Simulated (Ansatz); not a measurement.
## Point defect Cu vacancy + N interstitial in fcc Cu

Computed with PBE, PAW (plane waves to 420 eV; Ansatz, an electronic-structure program). Details: 32-site cell; 6×6×6 shifted k-points; start: the Cu site; off centre in the vacancy; no Hubbard U; energies good to tenths of an eV; the relaxation kept the symmetry of the starting site; relaxed from one start, so a lower configuration may exist.

Neighbours after relaxation, in Å: of the emptied site: N 1.69; of the N atom: Cu 1.90, Cu 1.90, Cu 1.90, Cu 1.90, Cu 1.99.

Formation energies E_f are those of the neutral cell. Chemical conditions: host crystal and elements as references (Δμ(Cu) = 0.00 eV, Δμ(N) = 0.00 eV; N taken from its element, since no compound that bounds it was computed at this level; only phases computed here count, gases as isolated molecules at 0 K). Reference phases: Cu: fcc Cu, N: N2 molecule in a box.

```tsv
charge	moment (μB)	point group	largest move off a lattice site (Å)	E_f, host crystal and elements as references (eV)
0	not spin-polarised	C4v	0.10	2.92
```

Point groups are those of the whole cell at tolerances of 0.03 and 0.1 Å ("near" where only the looser one holds); none is given for unsettled states.
